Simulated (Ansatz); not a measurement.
Input:

End structure of S on the 1x1 (0001) surface of hcp Ti, one in a 2x1 cell, started at the site 'hollow Ti-Ti-Ti over Ti at depth 2.2 Å':

```
CELL_PARAMETERS angstrom
      5.87727     0.00000     0.00000
     -1.46932     2.54493     0.00000
      0.00000     0.00000    26.00000
ATOMIC_POSITIONS crystal
  Ti 0.33333 0.33333 0.36988
  Ti 0.83333 0.33333 0.36988
  Ti 0.16667 0.66667 0.45305
  Ti 0.66667 0.66667 0.45305
  Ti 0.32838 0.32838 0.54570
  Ti 0.83754 0.33754 0.54625
  Ti 0.17973 0.67973 0.63489
  Ti 0.66311 0.66311 0.63067
  S  0.35470 0.35470 0.69839
```

Set-up: 9 atoms, 6.8 Å thick at the start under the adsorbate (thin: gaps and levels are the slab's own); mesh 6x12x1; 0.1 eV smearing; dipole correction on; 4 atoms held, the rest relaxed; symmetry of the start imposed; no spin, no spin-orbit, no U, no dispersion correction. At the end it is bonded to 3 Ti. In PBE this state lies 0.07 eV over the lowest of the starts that converged ('hollow Ti-Ti-Ti').

A negative adsorption energy means that the adsorbate is more stable on the surface than in its reference.

Question: What adsorption energy against ⅛ S8(g) does PBE run with Ansatz (a quantum-chemistry and plane-wave program) give?

Answer: -2.87 eV

Question: Estimate the work function of the top face that PBE returns for this input.

Answer: 5.18 eV

Question: Estimate the change of the step from the bottom to the top vacuum level, against the clean slab that PBE returns for this input.

Answer: 0.80 eV

Question: What is the computed change of the work function (PBE)?

Answer: 0.78 eV
